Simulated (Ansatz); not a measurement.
Base system: PbI2 in the CdI2 type structure (space group P-3m1, No. 164; a = 4.5590 Å, c = 6.9727 Å). Axes: x lies along a and z along c of the hexagonal cell.

Calculations: plane-wave PAW DFT at the PBE-D3(BJ) level (Ansatz, an electronic-structure program, 420 eV), scalar-relativistic without spin-orbit coupling.

For the base:

```
Item                Result
-------------  -----------
Gap character  direct at A
Pressure          0.00 GPa
```

Now apply this change: tensile biaxial strain of 1.09 % in the plane normal to [001], as in epitaxy on a mismatched substrate; the out-of-plane cell vector and the atoms relax.

How does this affect the gap character?

The gap character stays direct at A.

Predict the new pressure.

The pressure (mean of the normal stresses, compression positive) goes from zero to -0.18 GPa.

How does this affect the ratio −ε⊥/ε∥?

The ratio −ε⊥/ε∥ is 1.01.

With I and Pb present, leaving out spin-orbit coupling can change the band edges. Gaps are read on the SCF mesh and a high-symmetry path. Whether these cells are dynamically stable was not tested.
